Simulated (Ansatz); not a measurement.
Take MoTe2 (space group Fm-3m, No. 225; a = 6.6578 Å; a hypothetical phase, not in the database extracts checked) as the base.

(Cell as relaxed with PBE.)

Levels (all Ansatz, a program for electronic structure, PAW, earlier PAW set): PBE (420 eV, without spin-orbit coupling); PBEsol (420 eV, no spin-orbit coupling).

Each level relaxes its own structure.

```tsv
quantity	PBE	PBEsol
volume per atom	24.59 Å³	(withheld)
lattice parameter a	6.658 Å	(withheld)
band gap	zero	(withheld)
```

Q: Predict the PBEsol column.

A: 
- volume per atom, PBEsol: 23.54 Å³
- lattice parameter a, PBEsol: 6.561 Å
- band gap, PBEsol: zero

PBE's volume per atom lies 1.057 Å³ above PBEsol's (4.5 %); PBE's lattice parameter a lies 0.097 Å above PBEsol's (1.5 %); the two agree on the band gap. Neither level is exact; PBEsol is the comparison here, not a measurement.

Whether these cells are dynamically stable was not tested. All final runs are without spin polarisation. MoTe2 has a high density of states at the Fermi level and may be magnetic at this level.
